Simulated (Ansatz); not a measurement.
Take MnF$_{2}$ in the CdI2 type structure (space group P-3m1, No. 164; a = 3.303 Å, c = 4.086 Å; ferromagnetic; a hypothetical phase, not in the database extracts checked; layered, stacked along the Cartesian z axis) as the base.

Level of theory: r2SCAN+rVV10 (Ansatz, a quantum-chemistry and plane-wave program, PAW, scalar-relativistic without spin-orbit coupling).

Base values:

```
Property    Value
--------  -------
Band gap  2.22 eV
```

Now apply this change: a free-standing slab of 3 layers (9 atoms, 3 a layer) is cut normal to the stacking axis, with 15 Å of vacuum and the in-plane cell relaxed.

**Question.** What does the calculation give for the excess energy per area of both faces after the change?

**Answer.** The excess energy per area of both faces (slab less bulk energy over the cell's area: twice a surface energy) comes out as 0.28 J/m².

**Question.** Estimate the effect on the electron mass.

**Answer.** The electron mass (in plane) comes out as 0.53 mₑ (at Γ).

**Question.** How does this affect the band gap?

**Answer.** The band gap grows by 0.23 eV, from 2.22 eV to 2.45 eV.

**Question.** Predict the new thickness between the outermost nuclei.

**Answer.** The thickness between the outermost nuclei amounts to 10.13 Å.

**Question.** What does the calculation give for the gap character after the change?

**Answer.** The gap character is direct at Γ.

Slab and bulk use different k-meshes, which limits the precision of the excess energy. Masses are band curvatures over ±0.01 Å⁻¹ around the edge. No phonon test of stability was made. No Hubbard U is applied and the magnetic state is the run's own (MnF2 ferromagnetic); small cells can't hold the antiferromagnetic order that many such compounds have, so gaps and moments can be off.
